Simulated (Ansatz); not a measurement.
The reference is CdSe in the wurtzite structure (space group P6_3mc, No. 186; a = 4.302 Å, c = 7.021 Å).

Perturbation: full substitution Se → S; the structure is relaxed again.

Levels (all Ansatz, a quantum-chemistry and plane-wave program, PAW, earlier PAW set): PBEsol (420 eV, without spin-orbit coupling); r2SCAN (500 eV, no spin-orbit coupling).

The geometry is relaxed with PBEsol.

| Property | Value |
|---|---|
| PBEsol pressure | 0.00 GPa |
| PBEsol electron mass | 0.11 mₑ along c, 0.12 mₑ across (at Γ) |
| PBEsol lowest conduction level above the VBM at special points | Γ 1.09 eV; A 2.75 eV; L 3.36 eV; M 3.63 eV |

Question: How does going to r2SCAN change the pressure, electron mass and lowest conduction level above the VBM at special points?

Answer: The pressure goes from zero to 1.80 GPa; the electron mass changes from 0.11 mₑ along c, 0.12 mₑ across (at Γ) to 0.15 mₑ along c, 0.16 mₑ across (at Γ); the lowest conduction level above the VBM at special points becomes Γ 1.69 eV; A 3.33 eV; L 3.89 eV; M 4.20 eV (PBEsol: Γ 1.09 eV; A 2.75 eV; L 3.36 eV; M 3.63 eV).

Single points use the geometry relaxed with PBEsol. Their cutoffs differ, which shifts pressures a little. The levels and masses belong to the bands next to the band gap. Masses are band curvatures over ±0.01 Å⁻¹ around the edge. Stability against distortions was not tested.
